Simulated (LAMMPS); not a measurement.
MD of Cu (fcc) at zero pressure, 2048 atoms, as a liquid; each row is its own run.

Computed with classical MD, pair style adp, file AlCu.adp (LAMMPS).

```
T (K)  D(Cu) (cm²/s)
-----  -------------
1220         2.25e-5
1360         3.29e-5
1490         4.11e-5
1900         7.58e-5
```

Task: Fit an Arrhenius law, ln y = a + b / x, to these rows (x is the first column, y the second) and predict the run at x = 1700.

Result: Least squares gives a = -7.3285 and b = -4104. The slope times kB gives an activation energy of 0.35 eV. At x = 1700 the fit predicts 5.87e-5 cm²/s. The run itself gave (5.8 ± 0.1) × 10^-5 cm²/s, so the fit is 0.86 % high, within the run's error.

Caution (row 1220): this liquid lies under the melting point of about 1330 K that EAM-type AlCu.adp gives, so it is undercooled.

Errors of D are the spread over four groups of atoms in one short run; a floor of about 5 %, a picked value, is safer.
